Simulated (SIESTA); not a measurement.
One base run on K2NaYF6 (Fm-3m, 10 atoms in the cell) and variants with one or two settings moved

```yaml
crystal:
  lattice:
    - [0.00000, 4.51490, 4.51490]
    - [4.51490, 0.00000, 4.51490]
    - [4.51490, 4.51490, 0.00000]
  atoms:
    - { symbol: K, position: [0.75000, 0.75000, 0.75000] }
    - { symbol: K, position: [0.25000, 0.25000, 0.25000] }
    - { symbol: Na, position: [0.50000, 0.50000, 0.50000] }
    - { symbol: Y, position: [0.00000, 0.00000, 0.00000] }
    - { symbol: F, position: [0.75560, 0.24440, 0.24440] }
    - { symbol: F, position: [0.24440, 0.75560, 0.75560] }
    - { symbol: F, position: [0.24440, 0.75560, 0.24440] }
    - { symbol: F, position: [0.75560, 0.24440, 0.75560] }
    - { symbol: F, position: [0.24440, 0.24440, 0.75560] }
    - { symbol: F, position: [0.75560, 0.75560, 0.24440] }
```

Base run A: GGA PBEsol, numerical atomic orbitals TZP, PseudoDojo PBEsol standard norm-conserving potentials (rewritten from UPF to PSML) run with SIESTA, self-consistent single point.

Its settings: XC.functional = GGA; XC.authors = PBEsol; potentials = PseudoDojo PBEsol standard; PAO.BasisSize = TZP; PAO.EnergyShift = 0.01 Ry; MeshCutoff = 350 Ry; kgrid.MonkhorstPack = 5 5 5; OccupationFunction = MP; OccupationMPOrder = 0; ElectronicTemperature = 0.02 eV; MaxSCFIterations = 150; SCF.Mixer.Method = Pulay; SCF.Mixer.Weight = 0.1; SCF.Mixer.History = 6; SCF.DM.Tolerance = 1.0E-05.

The starting cell comes from a database of computed structures (which also holds hypothetical and non-ambient phases and stackings), without a prior relaxation at this level. Its lattice was rescaled by a random factor within 2.5 % of one. Values carry the incompleteness of an atom-centred basis. The basis of the alkali or alkaline-earth atoms may lack their empty d shell, which can raise the gap. In the base run, with a pressure of about -5 GPa the cell is away from its equilibrium volume at this level.

ΔF is the free energy per atom less that of run A. A dash stands where there is no value to compare (another energy zero or no entropy term, no result, no spin, no clean gap, or a mesh too coarse for one). 

Runs F sample the zone with one or two k-points, far too few for so small a cell.

Runs:
- B: ElectronicTemperature: 0.02 eV → 0.2 eV
- C: OccupationMPOrder: 0 → 1; ElectronicTemperature: 0.02 eV → 0.3 eV
- D: kgrid.MonkhorstPack: 5 5 5 → 2 2 2
- E: lattice scaled by 0.97
- F: kgrid.MonkhorstPack: 5 5 5 → 1 1 1
- G: MaxSCFIterations: 150 → 300; SCF.Mix: default → Hamiltonian
- H: MaxSCFIterations: 150 → 300; SCF.Mixer.History: 6 → 5
- I: PAO.SplitNorm: default → 0.3

```tsv
run	ΔF (meV/atom)	pressure (GPa)	largest force (eV/Å)	gap on the mesh (eV)	k-points
A	0.00	-5.35	0.618	5.796	63
B	0.00	-5.35	0.618	5.796	63
C	0.00	-5.35	0.618	5.796	63
D	12.1	-5.28	0.627	5.785	8
E	-31.8	-0.77	0.044	6.181	63
F	105.8	-4.03	0.727	–	1
G	0.00	-5.35	0.618	5.796	63
H	0.00	-5.35	0.618	5.796	63
I	18.4	-5.43	0.593	5.816	63
```

Run F against A: The free energy rises by 106 meV/atom, the pressure goes from -5.35 to -4.03 GPa and the largest force goes from 0.618 to 0.727 eV/Å.

Run G against A: The free energy stays essentially unchanged (within 1 meV/atom), the pressure stays at -5.35 GPa, the largest force stays at 0.618 eV/Å and the gap on the mesh stays at 5.796 eV.

Run E against A: The free energy goes down by 31.8 meV/atom, the pressure goes from -5.35 to -0.77 GPa, the largest force goes from 0.618 to 0.044 eV/Å and the gap on the mesh goes from 5.796 to 6.181 eV.
